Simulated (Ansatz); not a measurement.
Abridged Ansatz (a first-principles code) output:

```
Pseudopotential: Ru, paw, valence charge 16
Crystal: 2 atoms, lattice volume = 26.643 Å³
Basis set: ecut = 420 eV, 537 PW (Γ), exchange–correlation on 36×36×60 points (8 copies of the dense FFT grid, shifted against one another)
Bands: 20, of which v1, the nominal top of the filled ones, is band 16 counted from 1 (15 counted from 0)
Symmetry: 24 space group operations
k-points: 264 of 4400
Functional: x = pbesol(κ = 0.804, μ = 0.12345679012345678), c = pbesol(β = 0.046)
SCF iter   1: F=—  HF=-11633.018512 eV  |F-HF|=—  |Δ(HF+E_count)|=         —  Δρ=1.09e-2  dr2=1.99e-2  ethr=1.77e-3  ⟨swp⟩=5.1  Hψ=20790  notcnv=0
SCF iter   2: F=—  HF=-11633.015411 eV  |F-HF|=—  |Δ(HF+E_count)|=   3.10e-3  Δρ=5.67e-3  dr2=5.02e-3  ethr=6.21e-5  ⟨swp⟩=2.0  Hψ=12350  notcnv=0  defer=1
SCF 1 converged in 7 iterations: F = -11633.014448 eV  dr2 = 2.86e-12
SCF converged after 7 iterations
Free energy (F): -11633.014448 eV
Internal energy: -11633.001212 eV  (E = F + TS)
E sigma→0 (E₀):  -11633.007830 eV
Entropy (-TS):   -0.013236 eV (-6.618 meV/atom)
Fermi energy:    23.956206 eV
--- Forces (eV/Å), atoms counted from 1 ---
  atom   1  Ru    -0.00000000    -0.00000000     0.00000000
  atom   2  Ru     0.00000000     0.00000000     0.00000000
--- Stress (GPa, compression-positive) ---
       -0.000056       0.000000       0.000000
        0.000000      -0.000056       0.000000
        0.000000       0.000000      -0.000050
  P = ⅓ Tr σ = -0.0001 GPa (-0.001 kbar)
```

Question: What was computed, and what are the main results?

Answer: Ru, 2 atoms in the cell, with Kohn–Sham DFT with the PBEsol functional, run in Ansatz with PAW and 420 eV plane waves, scalar-relativistic without spin-orbit coupling. The last SCF converged to F = -11633.014448 eV, or -5816.5072 eV per atom, at a pressure of 0.00 GPa. The total energy compares only with runs of the same code, potentials and settings.

Whether these cells are dynamically stable was not tested. All final runs are without spin polarisation. The cell is Ru in the hcp (Mg type) structure (space group P6_3/mmc, No. 194).
